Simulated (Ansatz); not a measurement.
**BP, response to strain**

Base system: BP in the zinc blende structure (space group F-43m, No. 216).

```
BP
1.0
    0.00000     2.24526     2.24526
    2.24526     0.00000     2.24526
    2.24526     2.24526     0.00000
B P
1 1
Cartesian
  0.00000   0.00000   0.00000
  1.12263   1.12263   1.12263
```

Cartesian axes are those of the cell as printed.

Strains are applied to the cell and any free atomic positions relax; under biaxial strain the out-of-plane vector relaxes too.

Level of theory: LDA in Ansatz (plane waves to 420 eV, PAW, no spin-orbit coupling).

```csv
"biaxial strain, plane normal [001], relaxed out of plane (%)",out-of-plane strain (%)
-3,1.41
-2.5,1.17
-2,0.94
-1.5,?
-1,0.47
-0.5,0.23
0,0.00
```

Question: Fit ε⊥ = −νε + γε² (strains in %) to the rows shown and predict the withheld row.

Answer: Least squares on the printed values gives ν = 0.47 (the biaxial Poisson response) and γ = 0.001 (largest residual 0.00 %); this predicts 0.70 %, and the run gives 0.70 %, in agreement.

No phonon test of stability was made.

Ansatz is a program for electronic structure.
